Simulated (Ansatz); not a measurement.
Given:

```
CELL_PARAMETERS angstrom
     -1.84181     1.84181     1.84181
      1.84181    -1.84181     1.84181
      1.84181     1.84181    -1.84181
ATOMIC_POSITIONS crystal
  Pr 0.00000 0.00000 0.00000
```

Spin-polarised, with starting moments of sign Pr+.

Method: Ansatz (an electronic-structure program), PBEsol, PAW, cutoff 420 eV, no spin-orbit coupling. Settings: 18×18×18 k-points, 0.05 eV Fermi–Dirac smearing.

Task: What is the computed largest site moment?

Result: 2.40 μB.

Task: Predict the space group.

Result: Im-3m (No. 229).

Other magnetic orders, which the real material may have, were not ruled out. The 4f electrons are in the valence with no U and their state was not checked, so volumes and moments can be off. Stability against distortions was not tested. The cell was made from Na by this change: Na → Pr; the result is a model cell. This is not the structure that Pr has at room temperature and ambient pressure.
